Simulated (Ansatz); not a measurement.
Consider WSe2 (space group P6_3/mmc, No. 194; layered, stacked along the Cartesian z axis).

```yaml
crystal:
  lattice:
    - [3.23049, 0.00000, 0.00000]
    - [-1.61525, 2.79769, 0.00000]
    - [0.00000, 0.00000, 12.41108]
  atoms:
    - { symbol: W, position: [0.66667, 0.33333, 0.75000] }
    - { symbol: W, position: [0.33333, 0.66667, 0.25000] }
    - { symbol: Se, position: [0.66667, 0.33333, 0.38545] }
    - { symbol: Se, position: [0.33333, 0.66667, 0.88545] }
    - { symbol: Se, position: [0.33333, 0.66667, 0.61455] }
    - { symbol: Se, position: [0.66667, 0.33333, 0.11455] }
```

Cartesian axes are those of the cell as printed.

The values are results of plane-wave PAW DFT at the PBEsol-D3(BJ) level (Ansatz, a first-principles code, 420 eV), without spin-orbit coupling, not measurements.

Now apply this change: the cell is stretched by 2.40 % along x with no lateral relaxation; the atoms relax in the strained cell.

Question: Predict the new energy relative to the base and largest internal atomic displacement.

Answer: The energy goes up by 7.1 meV/atom; the largest internal atomic displacement amounts to 0.016 Å.

No phonon test of stability was made.
